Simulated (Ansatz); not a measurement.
The structure below was relaxed with Kohn–Sham DFT with the PBEsol functional, run in Ansatz (an electronic-structure program) with PAW and 420 eV plane waves, spin-orbit coupling left out.

Space group Pm-3n (No. 223); a = b = c = 4.930 Å, α = β = γ = 90.00°

```tsv
atom	site	symmetry	x	y	z
V	6c	-4m.2	0.0000	0.5000	0.2500
Tl	2a	m-3.	0.0000	0.0000	0.0000
```

Write out a cell with all atoms.


```
TlV3
1.0
    4.92989     0.00000     0.00000
    0.00000     4.92989     0.00000
    0.00000     0.00000     4.92989
V Tl
6 2
Cartesian
  1.23247   0.00000   2.46495
  3.69742   0.00000   2.46495
  0.00000   2.46495   1.23247
  0.00000   2.46495   3.69742
  2.46495   1.23247   0.00000
  2.46495   3.69742   0.00000
  0.00000   0.00000   0.00000
  2.46495   2.46495   2.46495
```
This is the conventional cell.

Whether these cells are dynamically stable was not tested. Seeded moments were not kept for Si → Tl. All final runs are without spin polarisation. The cell was made from V3Si by this change: Si → Tl; the result is a hypothetical phase, not in the database extracts checked.
